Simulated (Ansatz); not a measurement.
# MgTe: pressure series

Base system: MgTe in the zinc blende structure (space group F-43m, No. 216; a = 6.439 Å).

Cell and atoms are relaxed at each pressure.

All numbers come from PBEsol (Ansatz, a first-principles code; PAW; 420 eV plane waves; no SOC).

Candidates:
(a) pressure 0.9 GPa
(b) pressure 30 GPa
(c) pressure −1 GPa
(d) pressure −2 GPa
(e) pressure 15 GPa

Base values:

```
Quantity    Value
--------  -------
Band gap  2.35 eV
```

**Question.** Order them by band gap, lowest first.

**Answer.** (b) pressure 30 GPa (1.90 eV), (d) pressure −2 GPa (2.08 eV), (c) pressure −1 GPa (2.22 eV), (e) pressure 15 GPa (2.25 eV), (a) pressure 0.9 GPa (2.45 eV)

With Te present, leaving out spin-orbit coupling can change the band edges. Load acts through the strain it causes; cell and atoms are relaxed under it. Whether these cells are dynamically stable was not tested. Tetrahedral semiconductors of this kind turn to denser phases somewhere between about 1 and 50 GPa; those were not computed, so compressed cells here can lie past the real transition.
